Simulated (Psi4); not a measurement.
Psi4 1.11, unrestricted HF/def2-svp: Mg(Cl)2 anion ([Cl][Mg][Cl]), charge -1, multiplicity 2, 3 atoms. The geometry is a generated start, not checked to be a minimum at this level.

```
Property                              Value
--------------------------  ---------------
task                                 energy
method                                  scf
basis                              def2-svp
memory                                 3 GB
maxiter                                 100
keys of the molecule block      symmetry c1
scf_type                       df (default)
e_convergence               1e-06 (default)
d_convergence               1e-06 (default)
basis functions                          54
```

```xyz
3

Mg     0.0363    -0.0295     0.0344
Cl     1.4997     0.3848    -1.4484
Cl    -1.5361    -0.3553     1.4141
```

Charge -1 and multiplicity 2 are set for this test and not shown to be the ground state.

With the defaults (damping_percentage = 0, guess = auto, which took SAD, diis_max_vecs = 10, scf_initial_accelerator = adiis, level_shift = 0, level_shift_cutoff = 0.01, diis = true) it converges in 9 SCF iterations. One run each on 2 threads, with these changes:
- level_shift = 0.1, level_shift_cutoff = 0.001
- guess = modhuckel
- damping_percentage = 60
- diis_max_vecs = 6
- damping_percentage = 60, scf_initial_accelerator = none, diis = false
- diis_max_vecs = 3
- guess = huckel
- scf_initial_accelerator = none
- guess = sadno

### Question
Name the settings that don't reach the solution of the defaults.

### Answer
No convergence: damping_percentage = 60 (the run ends without SCF convergence in 100 iterations). The rest reach the solution of the defaults.

| setting | SCF iterations | end |
|---|---|---|
| the defaults | 9 | same solution |
| diis_max_vecs = 6 | 9 | same solution |
| scf_initial_accelerator = none | 9 | same solution |
| guess = modhuckel | 10 | same solution |
| guess = huckel | 10 | same solution |
| level_shift = 0.1, level_shift_cutoff = 0.001 | 10 | same solution |
| diis_max_vecs = 3 | 11 | same solution |
| guess = sadno | 15 | same solution |
| damping_percentage = 60, scf_initial_accelerator = none, diis = false | 32 | same solution |
| damping_percentage = 60 | 100 | no convergence |
